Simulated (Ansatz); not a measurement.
# Pressure series in WC

Consider WC (space group P-6m2, No. 187; a = 2.922 Å, c = 2.847 Å).

Cell and atoms are relaxed at each pressure.

Levels (all Ansatz, a first-principles code, PAW): PBE (420 eV, spin-orbit coupling left out); PBEsol (420 eV, without spin-orbit coupling).

The base cell above is that of PBE; each level relaxes its own structures.

```tsv
case	volume per atom, PBE	volume per atom, PBEsol
pressure −2 GPa	10.58 Å³	10.34 Å³
pressure −1 GPa	10.55 Å³	…
pressure 0.9 GPa	10.50 Å³	10.26 Å³
pressure 2.1 GPa	10.47 Å³	10.23 Å³
pressure 4.5 GPa	10.41 Å³	…
pressure 9 GPa	10.29 Å³	10.07 Å³
pressure 15 GPa	10.15 Å³	…
pressure 22.5 GPa	9.99 Å³	…
pressure 30 GPa	9.83 Å³	9.64 Å³
```

### Question
Some entries are withheld; estimate them.

### Answer

- pressure −1 GPa, volume per atom, PBEsol: 10.31 Å³
- pressure 4.5 GPa, volume per atom, PBEsol: 10.18 Å³
- pressure 15 GPa, volume per atom, PBEsol: 9.94 Å³
- pressure 22.5 GPa, volume per atom, PBEsol: 9.79 Å³

PBE lies above PBEsol in every row, by 0.19 Å³ to 0.24 Å³. They put the cases in the same order.

Load acts through the strain it causes; cell and atoms are relaxed under it. Whether these cells are dynamically stable was not tested. No other phases were tried under pressure. All final runs are without spin polarisation.
